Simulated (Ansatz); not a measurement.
The reference is BN (space group P6_422, No. 181; a = 2.595 Å, c = 5.797 Å; a hypothetical phase, not in the database extracts checked). Axes: x lies along a and z along c of the hexagonal cell.

Perturbation: strain tensor (xx, yy, zz, yz, xz, xy) = (+2.69, +0.19, −1.94, −1.03, +0.39, +2.00) %, atoms relaxed at fixed cell.

Levels (all Ansatz, a quantum-chemistry and plane-wave program, PAW): PBEsol (420 eV, spin-orbit coupling left out); HSE06 (420 eV, no spin-orbit coupling).

The geometry is relaxed with PBEsol.

| Quantity | Value |
|---|---|
| PBEsol band gap | 3.10 eV |

Q: Predict the band gap from HSE06.

A: The band gap increases by 1.39 eV to 4.49 eV.

Single points use the geometry relaxed with PBEsol. HSE06 was sampled on its mesh, a few special points and the semilocal edge points, so its gap is an upper bound. Stability against distortions was not tested. The base started in P3_121 and relaxed to P6_422 at this level.
